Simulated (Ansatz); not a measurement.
Start from RbBr in the rock salt structure (space group Fm-3m, No. 225; a = 6.8433 Å). Axes: x, y, z lie along the cube axes.

Calculations: PBEsol (Ansatz, a quantum-chemistry and plane-wave program), no spin-orbit coupling.

Strains are applied to the cell and any free atomic positions relax; under biaxial strain the out-of-plane vector relaxes too.

One change was made to it. Results:

| quantity | base | after |
|---|---|---|
| electron mass | 0.36 mₑ (at Γ) | 0.37 mₑ (at Γ) |
| gap character | direct at Γ | direct at Γ |
| pressure (mean of the normal stresses, compression positive) | 0.1 kbar | -1.8 kbar |
| volume per atom | 40.06 Å³ | 40.60 Å³ |

**Question.** Name the change that was made.
A. biaxial strain +2.50 %, plane normal [111], relaxed out of plane
B. biaxial strain +1.67 %, plane normal [111], relaxed out of plane
C. biaxial strain −1.67 %, plane normal [111], relaxed out of plane
D. biaxial strain +1.25 %, plane normal [111], relaxed out of plane
E. biaxial strain −0.42 %, plane normal [111], relaxed out of plane

**Answer.** B, biaxial strain +1.67 %, plane normal [111], relaxed out of plane. For comparison, the volume per atom in the other runs: biaxial strain −1.67 %, plane normal [111], relaxed out of plane gives 39.49 Å³; biaxial strain +1.25 %, plane normal [111], relaxed out of plane gives 40.47 Å³; biaxial strain +2.50 %, plane normal [111], relaxed out of plane gives 40.83 Å³; biaxial strain −0.42 %, plane normal [111], relaxed out of plane gives 39.93 Å³.

Effective masses come from finite differences of ±0.01 Å⁻¹. Stability against distortions was not tested. Labels are those of the standard path for the cell's own space group.
